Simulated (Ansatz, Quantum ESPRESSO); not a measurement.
**ZnS (P6_3mc, 4 atoms in the cell) computed with different codes at matched settings**

Zone-centre phonon calculation.

```
CELL_PARAMETERS angstrom
      3.76203     0.00000     0.00000
     -1.88102     3.25802     0.00000
      0.00000     0.00000     6.16624
ATOMIC_POSITIONS crystal
  Zn 0.33333 0.66667 0.00014
  Zn 0.66667 0.33333 0.50014
  S  0.33333 0.66667 0.37486
  S  0.66667 0.33333 0.87486
```

Shared settings, as Ansatz (a program for electronic structure) writes them: kpoints.mp_grid.grid = 5 5 3; scf.occupations.method = fermi_dirac; scf.occupations.width = 0.0037 Ry. Potentials and cutoffs stand in the table.

| code | model | highest zone-centre frequency, without LO-TO term (cm⁻¹) | cutoff |
|---|---|---|---|
| Ansatz | PBE, default PAW files | 352 | default |
| Quantum ESPRESSO | PBE, GBRV 1.5 ultrasoft (PBE) pseudopotentials | 352 | 50 Ry |

The spread over the programs that give each value: highest zone-centre frequency, without LO-TO term within 0.0 cm⁻¹.

The starting cell comes from a database of computed structures (which also holds hypothetical and non-ambient phases and stackings), without a prior relaxation at this level. Its lattice was rescaled by a random factor within 2.5 % of one.

Keys are those of Ansatz 0.2.
